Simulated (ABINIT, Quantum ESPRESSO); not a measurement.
An ABINIT input for a self-consistent single point of CoAl (Pm-3m, 2 atoms in the cell) (DFT, PBE, plane waves, PAW (JTH v2.0 PBE PAW)):

```
# CoAl, JTH v2.0 PBE PAW
pp_dirpath "./"
pseudos "Al.GGA_PBE-JTH.xml, Co.GGA_PBE-JTH.xml"
acell 3*1.0
rprim
         5.4932524306    0.0000000000    0.0000000000
         0.0000000000    5.4932524306    0.0000000000
         0.0000000000    0.0000000000    5.4932524306
natom 2
ntypat 2
znucl 13 27
typat 1 2
xcart
         1.4534520000    1.4534520000    1.4534520000
         0.0000000000    0.0000000000    0.0000000000
      Angstrom
ecut 30
pawecutdg 60
pawxcdev 0
occopt 3
tsmear 0.05 eV
nband 15
kptopt 1
ngkpt 15 15 15
nshiftk 1
shiftk 0 0 0
nstep 80
toldfe 1.0e-09
prtwf 0
prtden 0
prtvol 1
enunit 1
```

Question: Translate this input to Quantum ESPRESSO.

Answer: This is the input that was run; spellings and numerical settings could be chosen otherwise.

```fortran
&control
    calculation = 'scf',
    prefix = 'run',
    outdir = './out',
    pseudo_dir = './',
    tprnfor = .true.,
    tstress = .true.,
/
&system
    ibrav = 0,
    nat = 2,
    ntyp = 2,
    ecutwfc = 50,
    ecutrho = 400,
    occupations = 'smearing',
    smearing = 'fermi-dirac',
    degauss = 0.0036749,
/
&electrons
    conv_thr = 1.0e-11,
    mixing_beta = 0.5,
/
ATOMIC_SPECIES
Al    26.9815  Al.pbe-n-kjpaw_psl.1.0.0.UPF
Co    58.9332  Co_pbe_v1.2.uspp.F.UPF
ATOMIC_POSITIONS crystal
Al    0.500000000    0.500000000    0.500000000
Co    0.000000000    0.000000000    0.000000000
K_POINTS automatic
15 15 15  0 0 0
CELL_PARAMETERS angstrom
   2.906904000     0.000000000     0.000000000
   0.000000000     2.906904000     0.000000000
   0.000000000     0.000000000     2.906904000
```

Basis, cutoffs, solver keys and any potentials are the target program's own. This input uses DFT, PBE, plane waves, SSSP 1.1.2 efficiency (PBE) pseudopotentials. Both were run: pressure -9.21 GPa in ABINIT and -9.43 in Quantum ESPRESSO.

On Quantum ESPRESSO: the starting cell has typed, rounded lattice constants, without a prior relaxation at this level. Its lattice was rescaled by a random factor within 2.5 % of one. Spin polarisation is off. With a pressure of about -9 GPa the cell is away from its equilibrium volume at this level.

On ABINIT: the starting cell has typed, rounded lattice constants, without a prior relaxation at this level. Its lattice was rescaled by a random factor within 2.5 % of one. Spin polarisation is off. With a pressure of about -9 GPa the cell is away from its equilibrium volume at this level.
